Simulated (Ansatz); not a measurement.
A periodic model of amorphous Ti$_{20}$O$_{43}$Lu$_{2}$:

```xyz
65
Lattice="9.7897 -0.2280 0.1399 -0.2280 9.2207 -0.1538 0.1399 -0.1538 9.2372" Properties=species:S:1:pos:R:3 pbc="T T T"
Ti     5.9205     2.3033     5.4022
Ti     2.1668     0.9522     9.1931
Ti     8.4753     3.7910     0.1258
Ti     2.9929     3.5655     7.5406
Ti     4.8035     0.1433     3.4542
Ti     9.0929     4.1711     2.9944
Ti     1.9822     3.5526     1.8955
Ti     3.5891     6.9208     8.4072
Ti     1.2820     5.8575     6.3343
Ti     6.3573     8.6014     0.5759
Ti     6.5480     5.9758     4.8005
Ti     3.7600     4.2657     4.3376
Ti     4.6022     6.2552     1.9850
Ti     9.1141     7.5214     9.1835
Ti     3.9332     0.2876     6.8614
Ti     8.9995     8.0997     5.0748
Ti     7.4586     0.9966     7.7443
Ti     2.1512     1.0074     3.6237
Ti     6.3561     5.2445     8.3721
Ti     1.3309     7.0324     2.3421
O      0.2986     3.9932     0.9539
O      7.7527     3.4140     1.7934
O      1.2351     4.0198     6.9379
O      3.5041    -0.2197     8.9384
O      9.4868     2.9032     4.0752
O      1.8189     6.6194     7.8223
O      6.4169     1.1447     0.4198
O      2.6520     5.5433     5.2109
O      5.8552     5.2706     1.2348
O      6.2586     0.9354     4.2381
O      0.6706    -0.0284     8.8978
O      8.6098     0.3257     6.4101
O      0.0137     7.7219     3.3924
O      7.5011     2.6082     6.1267
O      2.5338     8.5472     2.9476
O      8.8887     2.1592     8.2800
O      2.4558     1.5460     7.3604
O      4.0155     5.0360     8.1012
O      3.6941     0.6644     5.0187
O      3.0131     6.7215     1.0978
O      2.4494     2.9595     3.8439
O      7.9572     8.1441     1.3531
O      6.3639     5.4403     6.5420
O      7.9400     5.1932     3.9461
O      5.6174     1.0495     7.0270
O      8.2412     5.4626     8.7487
O      4.1183     3.2796     6.0632
O      3.6864     4.3888     2.2962
O      5.4532     7.0250     8.9517
O      7.2348     7.6236     4.8075
O      0.8157     0.7059     4.7797
O      1.1581     5.2132     2.8587
O      6.5784     3.4671     8.7138
O      5.3353     8.0466     2.1881
O      5.5383     3.5421     4.0048
O      1.5767     1.6364     1.8543
O      4.3255     1.4375     2.3947
O      4.8610     6.0376     3.8910
O      0.3467     6.9758     0.8681
O      9.6483     6.7737     6.1472
O      7.5301     8.3768     8.1987
O      2.7586     3.0710     0.1493
O      3.9520     7.7513     6.7047
Lu     9.7181     2.1492     6.0609
Lu     5.6189     3.0770     1.6206
```

The numbers are results of PBE, scalar-relativistic without spin-orbit coupling (plane waves to 420 eV, PAW; Ansatz, an electronic-structure program), not measurements.

Preparation: random packing, a CHGNet melt and quench, and a DFT relaxation. O atoms were pushed apart under 1.9 Å during the dynamics, to hinder bonds among them. The hot cell started wider than the set density and was brought back towards it in steps. It is the lowest in DFT energy of 2 quenches. It is a model cell: composition and starting density were chosen by hand, and all elements were melted together. No dispersion term was used. Its density started from a set value of 4.11 and ended at 3.98 g/cm³. The simulated quench (nominally 360 K/ps over its main leg) is rapid and tends to freeze in more defects than a deposited or slowly cooled glass has. A cell of this size samples the disorder only roughly. Volume and shape were free in the relaxation.

Neighbours within Ti-Ti 3.12 Å, Ti-O 2.44 Å, Ti-Lu 3.62 Å, O-O 1.58 Å, O-Lu 2.78 Å, Lu-Lu 4.11 Å count as bonded. Two cations that share two anions don't count as bonded, nor two that share one unless they lie closer than Ti-Ti 3.04 Å, Ti-Lu 3.52 Å, Lu-Lu 4.00 Å.

Q: Give the coordination numbers, mean bond lengths and angles.

A: 
```
Item                                                                                                           Result
---------------------------------  ----------------------------------------------------------------------------------
Mean coordination of Ti by anions  5.15 (2 with 4, 13 with 5, 5 with 6); 1 close contacts or bonds to cations besides
Mean coordination of O                                                          2.70 (14 with 2, 28 with 3, 1 with 4)
Mean coordination of Lu by anions             6.50 (1 with 6, 1 with 7); 1 close contacts or bonds to cations besides
Mean Ti-O bond                                                                  1.948 Å (spread 0.132 Å, 103 counted)
Mean O-Lu bond                                                                   2.288 Å (spread 0.102 Å, 13 counted)
Bond angle at Ti                                                                            mean 105.2°, spread 26.4°
Bond angle at O                                                                             mean 118.1°, spread 20.2°
Bond angle at Lu                                                                            mean 100.2°, spread 31.4°
```

Q: List the pairs of like atoms that count as bonded by the rules above.

A: There are none by these rules.
